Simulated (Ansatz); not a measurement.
Base system: Hf in the hcp (Mg type) structure (space group P6_3/mmc, No. 194; a = 3.158 Å, c = 5.004 Å; relaxed with 0.1 eV smearing). Axes: x lies along a and z along c of the hexagonal cell.

Calculations: PBEsol, PAW, 420 eV (Ansatz, an electronic-structure program; without spin-orbit coupling).

Perturbation: a pure shear with ε_xz = ε_zx = 0.0171, atoms relaxed at fixed cell.

Q: Predict the stress tensor and what it implies for the stiffness.

A: Stress of the strained cell less that of the base (GPa, compression positive):
```
    0.0     0.0    -1.6
    0.0     0.0     0.0
   -1.6     0.0     0.1
```

Then −Δσ/γ with γ = 2ε = 0.0342 gives secant stiffness values (nonlinear terms included at this strain): C55 ≈ 48 GPa.

Whether these cells are dynamically stable was not tested. All final runs are without spin polarisation.
